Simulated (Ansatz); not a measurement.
The starting structures come from a database of crystals and need not be the phases stable at ambient conditions.

 Where the default PAW files enter, the runs use the earlier of Ansatz's two default sets.

```xyz
4
Lattice="4.1681 0.0000 0.0000 0.0000 6.8400 0.0000 2.0841 0.0000 3.6097" Properties=species:S:1:pos:R:3 pbc="T T T"
In     4.1681     3.4186     2.4065
In     2.0841     6.8386     1.2032
P      4.1681     0.8564     2.4065
P      2.0841     4.2764     1.2032
```

Space group of this cell: P6_3mc, wurtzite. The cell is taken as given.

Calculation: r2SCAN (plane waves, PAW; Ansatz, a first-principles code).

The current runs along the normal of the first two printed vectors; no spin-orbit coupling. Scaled by the factor s: both lengths across the current (ions clamped). Meshes 8×6×8 and 8×6 across the current in all rows.

| s | mean pressure (GPa) | slowest mid-gap decay constant κ (1/Å) |
|---|---|---|
| 0.98 | 3.2 | ? |
| 1.00 | 0.1 | 0.075 |
| 1.02 | -2.3 | 0.058 |

Task: Take the slope of the slowest mid-gap decay constant κ against ln s from the two given rows, extrapolate to s = 0.98, and say what the run there gives.

Result: Slope = (0.058 − 0.075) / ln 1.02 = -0.858 1/Å. The line gives 0.075 + (-0.858) × ln 0.98 = 0.092 1/Å. The run gives 0.092 1/Å, as the line does.
